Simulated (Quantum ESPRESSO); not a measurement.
Short convergence ladders for a (001) slab of Na3BrO (cut from a parent of space group no. 221; 10 atoms in the cell)

```yaml
crystal:
  lattice:
    - [4.51046, 0.00000, 0.00000]
    - [0.00000, 4.51046, 0.00000]
    - [0.00000, 0.00000, 20.76571]
  atoms:
    - { symbol: Na, position: [0.00000, 0.50000, 0.33709] }
    - { symbol: Na, position: [0.50000, 0.00000, 0.33709] }
    - { symbol: Na, position: [0.50000, 0.50000, 0.44570] }
    - { symbol: Br, position: [0.00000, 0.00000, 0.44570] }
    - { symbol: O, position: [0.50000, 0.50000, 0.33709] }
    - { symbol: Na, position: [0.00000, 0.50000, 0.55430] }
    - { symbol: Na, position: [0.50000, 0.00000, 0.55430] }
    - { symbol: Na, position: [0.50000, 0.50000, 0.66291] }
    - { symbol: Br, position: [0.00000, 0.00000, 0.66291] }
    - { symbol: O, position: [0.50000, 0.50000, 0.55430] }
```

Base method: PBEsol, GBRV 1.5 ultrasoft (PBESOL) pseudopotentials (plane waves; Quantum ESPRESSO).

Base settings: ecutwfc = 40 Ry; ecutrho = 200 Ry; occupations = smearing; smearing = fd; degauss = 0.00147 Ry; mixing_mode = local-TF; K_POINTS = automatic 3 3 1 0 0 0; conv_thr = 1e-08 Ry; mixing_beta = 0.3.

The count of work is k-points × plane waves × bands × iterations; it is no time. Core times come from one kind of shared machine, to one figure; runs under 30 s give none.

**The vacuum**

The mesh stays at the base's, so the ladder's end is converged at best in this setting alone.

Only quantities that move along the ladder and can be compared are tabulated.

```tsv
vacuum between outermost atoms (Å)	free energy less the last step's (meV/atom)	largest difference of a force vector from the last step's (eV/Å)	gap on the mesh (eV)	count of work / last	core time / last (rough)
3.0	-53.15	0.525	1.765	0.24	0.1
5.0	-3.67	0.061	1.647	0.37	0.2
14.0	-0.02	0.005	1.846	0.75	0.6
20.0	0.00	0.000	1.840	1.0	1
```

Smallest vacuum between outermost atoms (Å) that holds the forces within 0.02 eV/Å of the last step, with all finer ones: 14.0; the step before is off by 0.061 eV/Å.

Smallest vacuum between outermost atoms (Å) that holds the gap on the mesh within 0.05 eV of the last step, with all finer ones: 14.0; the step before is off by 0.19 eV.

Smallest vacuum between outermost atoms (Å) that holds the free energy within 5 meV/atom of the last step, with all finer ones: 5.0, at 0.37 of the last step's count of work and about 0.2 of the last step's time; the step before is off by 53 meV/atom.

**The k-point mesh**

Only quantities that move along the ladder and can be compared are tabulated.

```csv
K_POINTS,free energy less the last step's (meV/atom),largest difference of a force vector from the last step's (eV/Å),gap on the mesh (eV),count of work / last,core time / last (rough)
automatic 2 2 1 0 0 0,17.00,0.046,1.828,0.29,0.3
automatic 3 3 1 0 0 0,1.32,0.004,1.846,0.31,0.4
automatic 5 5 1 0 0 0,0.02,0.001,1.834,0.60,0.4
automatic 7 7 1 0 0 0,0.00,0.000,1.829,1.0,1
```

Coarsest K_POINTS that holds the free energy within 5 meV/atom of the last step, with all finer ones: automatic 3 3 1 0 0 0, at 0.31 of the last step's count of work and about 0.4 of the last step's time; the step before is off by 17 meV/atom.

Coarsest K_POINTS that holds the forces within 0.005 eV/Å of the last step, with all finer ones: automatic 3 3 1 0 0 0, at 0.31 of the last step's count of work and about 0.4 of the last step's time; the step before is off by 0.046 eV/Å.

**The plane-wave cutoff**

Moved along: ecutrho.

The mesh stays at the base's, so the ladder's end is converged at best in this setting alone.

Only quantities that move along the ladder and can be compared are tabulated.

```csv
ecutwfc,free energy less the last step's (meV/atom),largest difference of a force vector from the last step's (eV/Å),gap on the mesh (eV),count of work / last,core time / last (rough)
20 Ry,3697.16,0.068,1.733,0.24,0.1
28 Ry,200.94,0.015,1.836,0.40,0.2
40 Ry,1.69,0.001,1.846,0.74,0.7
48 Ry,0.00,0.000,1.844,1.0,1
```

Coarsest ecutwfc that holds the forces within 0.005 eV/Å of the last step, with all finer ones: 40 Ry; the step before is off by 0.015 eV/Å.

Coarsest ecutwfc that holds the free energy within 5 meV/atom of the last step, with all finer ones: 40 Ry; the step before is off by 200 meV/atom.

Coarsest ecutwfc that holds the gap on the mesh within 0.05 eV of the last step, with all finer ones: 28 Ry, at 0.40 of the last step's count of work and about 0.2 of the last step's time; the step before is off by 0.11 eV.

On the base run: the starting cell comes from a database of computed structures (which also holds hypothetical and non-ambient phases and stackings), without a prior relaxation at this level. The slab is cut from that crystal, and its faces are unrelaxed. Its lattice was rescaled by up to half a per cent. Spin polarisation is off, though cut faces can carry moments; a gap of a slab can lie between surface states. The two faces of this cut differ, and no dipole correction was used.
